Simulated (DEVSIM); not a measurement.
Structure: Pd/HfO2/n-GaAs capacitor, at 300 K.

| layer (left to right) | material | thickness (nm) | Nd (cm⁻³) |
|---|---|---|---|
| 1 | HfO2 | 11.0 | - |
| 2 | GaAs | 7800 | 3.4e14 |

Metal gate on the left, work function 5.2 eV. Fixed charge at the semiconductor interface 0 cm⁻² (in units of +e); no interface traps.

Constants are typed, rounded textbook-type inputs, not results; the design itself was drawn at random and stands for no fabricated device. Values at 300 K.

| parameter | HfO2 | GaAs |
|---|---|---|
| gap (eV) | 5.7 | 1.424 |
| affinity (eV) | 2.5 | 4.07 |
| permittivity | 22 | 12.9 |
| Nc (cm⁻³) | - | 4.7e17 |
| Nv (cm⁻³) | - | 9e18 |

DEVSIM, 1D Poisson equation in equilibrium, Boltzmann statistics, complete ionisation; no quantum confinement or tunnelling. Metal contacts follow the ideal Schottky-Mott rule: no Fermi-level pinning, no interface dipoles.

Question: Tabulate band edges, carrier densities and field at 0.3 V on the gate.

Answer: Energies count from the Fermi level of the right contact; mesh points crowd at the junctions.

| x (μm) | Ec (eV) | Ev (eV) | n (cm⁻³) | p (cm⁻³) | field (V/cm) |
|---|---|---|---|---|---|
| 0.000 | 2.400 | -3.300 | < 1e2 | < 1e2 | -4500 |
| 0.001479 | 2.399 | -3.301 | < 1e2 | < 1e2 | -4500 |
| 0.004433 | 2.398 | -3.302 | < 1e2 | < 1e2 | -4500 |
| 0.008271 | 2.396 | -3.304 | < 1e2 | < 1e2 | -4500 |
| 0.01082 | 2.395 | -3.305 | < 1e2 | < 1e2 | -4500 |
| 0.01220 | 0.824 | -0.600 | 6700 | 7.5e8 | -7600 |
| 0.01555 | 0.822 | -0.602 | 7400 | 6.8e8 | -7600 |
| 0.02790 | 0.812 | -0.612 | 11000 | 4.8e8 | -7600 |
| 0.05344 | 0.793 | -0.631 | 22000 | 2.3e8 | -7400 |
| 0.1151 | 0.748 | -0.676 | 130000 | 4.0e7 | -7100 |
| 0.2639 | 0.647 | -0.777 | 6300000 | 800000 | -6400 |
| 0.8417 | 0.355 | -1.069 | 5.2e11 | < 1e2 | -3700 |
| 2.018 | 0.190 | -1.234 | 3.0e14 | < 1e2 | -130 |
| 4.629 | 0.187 | -1.237 | 3.4e14 | < 1e2 | ≈ 0 |
| 6.840 | 0.187 | -1.237 | 3.4e14 | < 1e2 | ≈ 0 |
| 7.409 | 0.187 | -1.237 | 3.4e14 | < 1e2 | ≈ 0 |
| 7.645 | 0.187 | -1.237 | 3.4e14 | < 1e2 | ≈ 0 |
| 7.743 | 0.187 | -1.237 | 3.4e14 | < 1e2 | ≈ 0 |
| 7.790 | 0.187 | -1.237 | 3.4e14 | < 1e2 | ≈ 0 |
| 7.803 | 0.187 | -1.237 | 3.4e14 | < 1e2 | ≈ 0 |
| 7.808 | 0.187 | -1.237 | 3.4e14 | < 1e2 | ≈ 0 |
| 7.811 | 0.187 | -1.237 | 3.4e14 | < 1e2 | ≈ 0 |
